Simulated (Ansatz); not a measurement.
Take PbF2 in the fluorite structure (space group Fm-3m, No. 225; a = 5.899 Å) as the base. Axes: x, y, z lie along the cube axes.

Calculations: Ansatz (a quantum-chemistry and plane-wave program), PBEsol, PAW, cutoff 420 eV, no spin-orbit coupling.

Strains are applied to the cell and any free atomic positions relax.

One change was made to it. Results:

The energy is nearly the same; the band gap stays 4.31 eV.

Q: Which change produced these results?
A. tensor shear ε_xy = +0.57 %
B. tensor shear ε_xy = +1.71 %
C. tensor shear ε_xy = +2.00 %

A: A, tensor shear ε_xy = +0.57 %. For comparison, the energy relative to the base in the other runs: tensor shear ε_xy = +2.00 % gives +1.9 meV/atom; tensor shear ε_xy = +1.71 % gives +1.4 meV/atom.

With Pb present, leaving out spin-orbit coupling can change the band edges. Whether these cells are dynamically stable was not tested.
